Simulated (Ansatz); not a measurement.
**A computed series for TiO2: pressure series**

Take TiO2 in the anatase structure (space group I4_1/amd, No. 141) as the base.

```
CELL_PARAMETERS angstrom
     -1.86967     1.86967     4.72754
      1.86967    -1.86967     4.72754
      1.86967     1.86967    -4.72754
ATOMIC_POSITIONS crystal
  Ti 0.75000 0.25000 0.50000
  Ti 0.00000 0.00000 0.00000
  O  0.54202 0.04202 0.50000
  O  0.79202 0.79202 0.00000
  O  0.20798 0.20798 0.00000
  O  0.95798 0.45798 0.50000
```

Cell and atoms are relaxed at each pressure.

All numbers come from LDA (Ansatz, a quantum-chemistry and plane-wave program, PAW, no spin-orbit coupling).

| variant | width of the top valence band | band gap | lattice parameter a | c/a ratio |
|---|---|---|---|---|
| base | 0.86 eV | 2.08 eV | 3.739 Å | 2.529 |
| pressure −2 GPa | 0.83 eV | 2.10 eV | … | 2.544 |
| pressure −1 GPa | 0.84 eV | 2.09 eV | 3.742 Å | 2.536 |
| pressure 0.9 GPa | 0.88 eV | 2.08 eV | 3.737 Å | 2.522 |
| pressure 2.1 GPa | 0.90 eV | 2.06 eV | 3.734 Å | 2.512 |
| pressure 4.5 GPa | 0.94 eV | … | … | 2.492 |
| pressure 9 GPa | 1.01 eV | 1.98 eV | 3.721 Å | 2.452 |
| pressure 15 GPa | 1.08 eV | 1.89 eV | 3.713 Å | 2.399 |
| pressure 22.5 GPa | 1.16 eV | 1.78 eV | 3.703 Å | 2.338 |
| pressure 30 GPa | 1.25 eV | 1.68 eV | 3.693 Å | 2.284 |

Q: Complete the table.

A: 
- pressure −2 GPa, lattice parameter a: 3.745 Å
- pressure 4.5 GPa, band gap: 2.04 eV
- pressure 4.5 GPa, lattice parameter a: 3.729 Å

Load acts through the strain it causes; cell and atoms are relaxed under it. No phonon test of stability was made. No other phases were tried under pressure. The final runs are not spin-polarised.
